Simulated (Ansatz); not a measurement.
## A constructed model of the (000-1) surface of wurtzite ZnO, O-terminated, 2x2 Si adatom at H3 (bottom of the slab: 2 H on 4 bottom sites)

The numbers are results of PBE (plane waves to 420 eV, PAW; Ansatz, a first-principles code), not measurements.

Slab: 43 atoms, 13.7 Å thick at the start with caps and adatoms (thin: gaps and levels are the slab's own); k 4x4x1, smearing 0.025 eV, dipole-corrected; 8 atoms held, the rest relaxed; symmetry of the start imposed; no spin, no spin-orbit, no U. It is one candidate, not shown to be the stable structure of the face.

```json
{
  "gap_of_the_slab_on_its_k_mesh": "0.71 eV",
  "highest_filled_level_below_the_top_vacuum_level": "5.87 eV",
  "energy_released_by_relaxation": "2.72 eV",
  "cost": "roughly 23 core-minutes"
}
```
